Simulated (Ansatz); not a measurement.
ZnS (P6_3mc), Ansatz (a quantum-chemistry and plane-wave program) with PBE with spin-orbit coupling, rigid bands: Condition of this run: uniaxial stress along c of -2 GPa (compression positive) (the target of the relaxation). band gap 2.17 eV, N_c = 2.03e18 cm⁻³ and N_v = 3.16e19 cm⁻³ at 300 K, conductivity masses along y (a = (3.77, 0.00, 0.00) Å; b = (-1.88, 3.26, 0.00) Å; c = (0.00, 0.00, 6.31) Å) of 0.206 mₑ (electrons) and 0.981 mₑ (holes). Take k_BT = 0.02585 eV.

**Question.** A film of it is 5 nm thick, with its normal along the direction named. Estimate the confinement energies in an infinite well.

**Answer.** ħ²π²/(2m t²) = 0.376 eV·nm²/(m/mₑ × t²) gives 73.0 meV for electrons and 15.3 meV for holes, so the gap would widen to about 2.26 eV. Finite barriers and nonparabolic bands lower this, and with several valleys or bands the heaviest mass along the normal sets the lowest level, not this average.

**Question.** What thermal injection velocity √(2k_BT/πm) limits a ballistic channel along the direction named?

**Answer.** 1.19e7 cm/s for electrons and 5.43e6 cm/s for holes, a ratio of √(m_h/m_e) = 2.18, for dilute carriers.

**Question.** Find the intrinsic carrier density and the intrinsic Fermi level.

**Answer.** n_i = √(N_c N_v) exp(−E_g/2k_BT) = 8.01e18 × exp(−41.97) = 4.7e0 cm⁻³. The level lies (k_BT/2) ln(N_v/N_c) = 35 meV from mid-gap (positive towards the conduction band). Each 0.1 eV added to the gap lowers n_i by a factor of 6.9.

Rigid, parabolic bands with the computed gap; masses take one relaxation time for all states. Geometry: cell and atoms relaxed with PBEsol.
